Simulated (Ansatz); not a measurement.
The reference is MgSe in the rock salt structure (space group Fm-3m, No. 225).

```yaml
crystal:
  lattice:
    - [0.00000, 2.73608, 2.73608]
    - [2.73608, 0.00000, 2.73608]
    - [2.73608, 2.73608, 0.00000]
  atoms:
    - { symbol: Se, position: [0.00000, 0.00000, 0.00000] }
    - { symbol: Mg, position: [0.50000, 0.50000, 0.50000] }
```

Cartesian axes are those of the cell as printed.

All numbers come from r2SCAN (Ansatz, an electronic-structure program), spin-orbit coupling left out.

Perturbation: biaxial strain +2.17 %, plane normal [111], relaxed out of plane (Cartesian); in-plane vectors clamped, the third vector and the atoms free.

What does the calculation give for the out-of-plane strain after the change?

The out-of-plane strain is -1.12 %.

Whether these cells are dynamically stable was not tested.
